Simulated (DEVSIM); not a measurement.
Device: abrupt GaAs p-n junction, at 300 K.

| layer (left to right) | material | thickness (μm) | Nd (cm⁻³) | Na (cm⁻³) | τn (s) | τp (s) |
|---|---|---|---|---|---|---|
| 1 | GaAs | 17.0 | - | 6.9e16 | 6e-8 | 6e-8 |
| 2 | GaAs | 2.50 | 1.5e17 | - | 6e-8 | 6e-8 |

Left contact: ohmic. Right contact: ohmic. Voltage is applied to the left contact. Recombination: SRH at mid-gap. Mobility is μmin + (μ − μmin)/(1 + (N/Nref)^α).

This is a model device: material constants are rounded textbook-type values typed into the input, and sizes, dopings and lifetimes were drawn at random. Values at 300 K.

| parameter | GaAs |
|---|---|
| gap (eV) | 1.424 |
| affinity (eV) | 4.07 |
| permittivity | 12.9 |
| Nc (cm⁻³) | 4.7e17 |
| Nv (cm⁻³) | 9e18 |
| μn (cm²/Vs) | 8500 |
| μp (cm²/Vs) | 400 |
| μn,min | 500 |
| μp,min | 20 |
| Nref,n | 6e16 |
| Nref,p | 1.5e17 |
| αn | 0.39 |
| αp | 0.38 |

Model (solved in DEVSIM): 1D drift-diffusion, Boltzmann statistics, complete ionisation; no tunnelling, impact ionisation, image-force lowering or self-heating.

Q: Tabulate band edges, carrier densities and field at 1.05 V on the left contact.

A: Energies count from the Fermi level of the right contact; mesh points crowd at the junctions.

```
x (μm)   Ec (eV)  Ev (eV)  n (cm⁻³)  p (cm⁻³)  field (V/cm)
-------  -------  -------  --------  --------  ------------
0.000      0.248   -1.176     < 1e2    6.9e16           ≈ 0
0.03252    0.248   -1.176    5.7e10    6.9e16           ≈ 0
0.1090     0.248   -1.176    1.9e11    6.9e16           ≈ 0
0.3017     0.248   -1.176    5.3e11    6.9e16           ≈ 0
0.9941     0.248   -1.176    1.7e12    6.9e16           ≈ 0
2.370      0.248   -1.176    4.2e12    6.9e16           ≈ 0
5.603      0.248   -1.176    9.9e12    6.9e16           ≈ 0
12.93      0.248   -1.176    2.4e13    6.9e16           ≈ 0
15.28      0.248   -1.176    2.8e13    6.9e16           ≈ 0
16.28      0.248   -1.176    3.0e13    6.9e16           ≈ 0
16.71      0.248   -1.176    3.1e13    6.9e16           ≈ 0
16.93      0.244   -1.180    3.7e13    6.0e16         -2300
16.98      0.175   -1.250    5.5e14    4.0e15        -31000
17.01      0.076   -1.348    2.5e16    8.8e13        -32000
17.07      0.030   -1.394    1.5e17    1.4e13          -140
17.21      0.030   -1.395    1.5e17    1.3e13           ≈ 0
17.53      0.030   -1.395    1.5e17    1.2e13           ≈ 0
18.25      0.030   -1.395    1.5e17    7.2e12           ≈ 0
19.11      0.030   -1.395    1.5e17    2.2e12           ≈ 0
19.34      0.030   -1.395    1.5e17    8.9e11           ≈ 0
19.45      0.030   -1.395    1.5e17    2.9e11           ≈ 0
19.50      0.030   -1.395    1.5e17     < 1e2           ≈ 0
```
